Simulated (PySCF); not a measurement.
PySCF 2.14.0, WB97X/def2-svp, df: Sn(F)3 ([F][Sn+]([F])[F]), charge +1, multiplicity 1, 4 atoms. The geometry is a generated start, not checked to be a minimum at this level.

```
Quantity                                            Result
-------------------------  -------------------------------
task                                                energy
method                                               wb97x
basis                                             def2-svp
two-electron scheme                        density fitting
mol.max_memory                                     3000 MB
mf.max_cycle                                           100
mf.conv_tol                                1e-09 (default)
mf.grids.level                                 3 (default)
effective core potentials  those of the basis set, past Kr
basis functions                                         68
grid points                                          64744
```

```xyz
4

Sn    -0.0200     0.0023    -0.0076
F     -1.7301    -1.1077     0.0723
F      0.0187     1.8857    -0.7640
F      1.7313    -0.7803     0.6992
```

Charge 1 and multiplicity 1 are set for this test and not shown to be the ground state.

With the defaults (mf.diis = true, newton = off, mf.damp = 0, mf.diis_start_cycle = 1, mf.diis_space = 8, mf.init_guess = minao, mf.level_shift = 0, mf.diis_damp = 0, mf.DIIS = CDIIS) it converges in 13 Fock builds. One run each on 2 threads, 1 BLAS thread, with these changes:
- mf.diis = false, mf.damp = 0.7, mf.diis_start_cycle = 999
- mf.diis_space = 12
- mf.level_shift = 0.3 Hartree
- newton = Hessian by the SCF's own integrals
- mf.diis_damp = 0.3
- mf.diis = false
- mf.DIIS = ADIIS
- mf.diis_space = 5
- mf.init_guess = atom

**Question.** Which runs fail or end elsewhere than the default run?

**Answer.** No convergence: mf.diis = false (the run ends without SCF convergence in 100 cycles). The rest reach the solution of the defaults.

```
setting                                                    Fock builds             end
---------------------------------------------------------  -----------  --------------
the defaults                                                        13   same solution
mf.diis_space = 5                                                   13   same solution
mf.diis_space = 12                                                  13   same solution
mf.init_guess = atom                                                13   same solution
mf.diis_damp = 0.3                                                  14   same solution
mf.level_shift = 0.3 Hartree                                        16   same solution
mf.DIIS = ADIIS                                                     18   same solution
newton = Hessian by the SCF's own integrals                         29   same solution
mf.diis = false, mf.damp = 0.7, mf.diis_start_cycle = 999           41   same solution
mf.diis = false                                                    101  no convergence
```

Under newton the count holds the products with the orbital Hessian.
